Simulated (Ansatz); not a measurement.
Ansatz (an electronic-structure program) run on GaN (F-43m, 2 atoms in the cell): self-consistent single point

Method of the run: PBE, harder PAW files (source: ansatz) (plane waves; Ansatz).

This input was run:

Ansatz 0.2 input:
```yaml
# GaN
crystal:
  lattice:
    - [0.000000, 2.274908, 2.274908]
    - [2.274908, 0.000000, 2.274908]
    - [2.274908, 2.274908, 0.000000]
  atoms:
    - { symbol: Ga, position: [0.000000, 0.000000, 0.000000] }
    - { symbol: N, position: [0.750000, 0.750000, 0.750000] }
basis:
  ecutwfc: 75.0 Ry
kpoints:
  mp_grid: { grid: [8, 8, 8] }
hamiltonian:
  xc: pbe
  pseudopotentials: { kind: paw, source: ansatz }
scf:
  occupations: { method: fixed }
output:
  forces: true
  eigenvalues: true
  stress: true
```

The program printed (abridged):

```
WARN ansatz: RAYON_NUM_THREADS=1 ignored (pool sized by the plan → 1); use --threads N
Pseudopotentials: kind: paw
Pseudopotential: Ga, paw, valence charge 21
Pseudopotential: N, paw, valence charge 5
Crystal: 2 atoms, lattice volume = 23.546 Å³
Basis set: ecut = 1020.42698422455 eV, 1807 PW (Γ), exchange–correlation on 80×80×80 points (8 copies of the dense FFT grid, shifted against one another)
Bands: 17, of which v1, the nominal top of the filled ones, is band 13 counted from 1 (12 counted from 0)
Symmetry: 24 space group operations
Space group: F-43m (ITA 216), of the structure as read, at distance tolerance 2.9e-5 Å
k-points: 29 of 512 (time reversal used)
Initial density: superposition of atomic densities (chi_scale 0.1, normalization cell, long waves kept (reshape's long-wave potential 0.00 eV rms))
Initial wavefunctions: pseudopotential atomic-orbital guess
Eigensolver: davidson
Functional: x = pbe(κ = 0.804, μ = 0.2195149727645171), c = pbe(β = 0.06672455060314922)
SCF iter   1: F=—  HF=-8799.392391 eV  |F-HF|=—  |Δ(HF+E_count)|=         —  Δρ=9.62e-2  dr2=2.07e0  ethr=3.10e-3  ⟨swp⟩=5.0  Hψ=2233  notcnv=0  defer=54
all-band conjugate gradients solve this SCF's bands
preconditioner: auto → none
SCF iter   2: F=—  HF=-8798.976825 eV  |F-HF|=—  |Δ(HF+E_count)|=   4.16e-1  Δρ=5.29e-2  dr2=3.74e-1  ethr=3.10e-3  ⟨swp⟩=3.0  Hψ=1142  notcnv=0  defer=56
SCF iter   3: F=—  HF=-8798.889592 eV  |F-HF|=—  |Δ(HF+E_count)|=   8.72e-2  Δρ=1.83e-2  dr2=3.50e-2  ethr=1.44e-3  ⟨swp⟩=3.2  Hψ=696  notcnv=0  defer=56
SCF iter   4: F=—  HF=-8798.895046 eV  |F-HF|=—  |Δ(HF+E_count)|=   5.45e-3  Δρ=1.12e-2  dr2=1.03e-2  ethr=1.34e-4  ⟨swp⟩=3.0  Hψ=912  notcnv=0  defer=56
SCF iter   5: F=—  HF=-8798.892338 eV  |F-HF|=—  |Δ(HF+E_count)|=   2.71e-3  Δρ=1.04e-3  dr2=5.67e-5  ethr=3.94e-5  ⟨swp⟩=3.1  Hψ=854  notcnv=0  defer=56
SCF iter   6: F=—  HF=-8798.892371 eV  |F-HF|=—  |Δ(HF+E_count)|=   3.29e-5  Δρ=2.02e-4  dr2=5.58e-6  ethr=2.18e-7  ⟨swp⟩=2.0  Hψ=874  notcnv=0  defer=56
SCF iter   7: F=-8798.892371 eV  HF=-8798.892371 eV  |F-HF|=1.23e-8  |Δ(HF+E_count)|=   4.10e-7  Δρ=2.07e-5  dr2=3.71e-8  ethr=3.85e-10  ⟨swp⟩=7.9  Hψ=3340  notcnv=0
SCF 1 converged in 7 iterations: F = -8798.892371 eV  dr2 = 3.71e-8
SCF converged after 7 iterations
Free energy (F): -8798.892371 eV
Harris-Foulkes:  -8798.892371 eV  (|F-HF|=1.23e-8)
Internal energy: -8798.892371 eV  (E = F + TS)
E sigma→0 (E₀):  -8798.892371 eV
Fermi energy:    10.585702 eV
--- Per-component energies (eV) ---
  E_band       = -744.193708
  E_kinetic    = 952.431130
  E_local      = -8832.996029  (includes V_loc(G=0)·N_el)
  E_nonlocal   = 1825.876620
  E_hartree    = 3322.491009
  E_xc         = -231.780730
  E_vxc        = -297.607119  (∫ρ·V_xc dr)
  E_paw        = -2187.459771  (= ΣΔE_a)
  E_vpaw       = -1036.874972  (= ΣTr[D̂ρ^β])
  E_aug_tail   = 0.000120  (compensation charges beyond the density's cutoff)
  E_ewald      = -3647.454719
  E_smearing   = -0.000000  (= −TS)
  E_closure    = -0.000000  (closes the sum)
  Σ components = -8798.892371   (vs F -8798.892371, Δ=0.00e0)
--- Forces (eV/Å), atoms counted from 1 ---
  atom   1  Ga    -0.00000000     0.00000000    -0.00000000
  atom   2  N      0.00000000    -0.00000000     0.00000000
  max |Σ_I F_I| component: 1.48e-16 eV/Å
--- Stress (GPa, compression-positive) ---
       -0.238919      -0.000000      -0.000000
        0.000000      -0.238919       0.000000
       -0.000000       0.000000      -0.238919
  P = ⅓ Tr σ = -0.2389 GPa (-2.389 kbar)
  The stress holds the Pulay correction. Without it, at fixed plane waves, as pw.x and ABINIT print it: P = -0.2446 GPa
--- Band table (eV; the first three rows and the last of 29) ---
  k-point 0: bands = ["-131.4666", "-82.2071", "-82.2071", "-82.2071", "-5.1069", "-2.8835", "-2.8835", "-2.8835", "-2.5954", "-2.5954", "10.5857", "10.5857", "10.5857", "12.1369", "20.7215", "20.7215", "20.7215"]
  k-point 1: bands = ["-131.4666", "-82.2073", "-82.2071", "-82.2071", "-4.9512", "-2.8647", "-2.8647", "-2.8141", "-2.5968", "-2.5968", "9.0541", "10.4299", "10.4299", "13.3075", "20.0168", "20.9508", "20.9508"]
  k-point 2: bands = ["-131.4666", "-82.2077", "-82.2072", "-82.2072", "-4.6156", "-2.8280", "-2.8280", "-2.5906", "-2.5906", "-2.4983", "6.7836", "10.0847", "10.0847", "14.4822", "19.2093", "21.1710", "21.1710"]
  k-point 28: bands = ["-131.4665", "-82.2080", "-82.2079", "-82.2076", "-4.1706", "-2.7463", "-2.7260", "-2.5860", "-2.5842", "-0.6346", "4.9979", "7.0184", "7.0884", "16.7494", "18.6951", "20.6396", "21.5776"]
```

The run converged in 7 iterations.

The starting cell comes from a database of computed structures (which also holds hypothetical and non-ambient phases and stackings), without a prior relaxation at this level. Its lattice was rescaled by a random factor within 2.5 % of one. Ansatz's pressure includes its estimate of the finite-basis (Pulay) stress.
